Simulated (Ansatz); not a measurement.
**What B vacancy, symmetric start does to BN**

The reference is an 8-atom supercell of BN in the zinc blende structure (space group F-43m, No. 216; a = 3.624 Å) at its relaxed geometry.

Modification: a neutral B vacancy, symmetric start, atoms relaxed at fixed cell.

All numbers come from PBE in Ansatz (plane waves to 420 eV, PAW, no spin-orbit coupling), earlier PAW set. k-mesh 7×7×7 (Γ-centred); smearing 0.01 eV (Fermi–Dirac).

The pressure goes from zero to 4.9 GPa and the energy gained by relaxation comes out as 0.65 eV. The largest displacement of a host atom from its site in the perfect cell amounts to 0.11 Å and the mean distance from the defect site to its nearest host atoms rises by 0.11 Å (1.57 Å → 1.68 Å).

Cost of the whole job for the changed cell (relaxation, final SCF and bands): roughly 16 core-seconds.

The magnetic state is the one reached from the starting moments; the real material's order can differ, and small cells can't hold many antiferromagnetic ones. In so small a cell the defect repeats every few ångströms: this is an ordered compound, not a dilute defect. The mesh was chosen for an insulator and is coarse for the gapless case. The defect started on the symmetric site and kept its symmetry, so it may sit on a saddle. The defect cell is spin-polarised and ends with 1.3 μB, a fractional moment that hangs on the mesh and smearing.

Ansatz is a first-principles code.
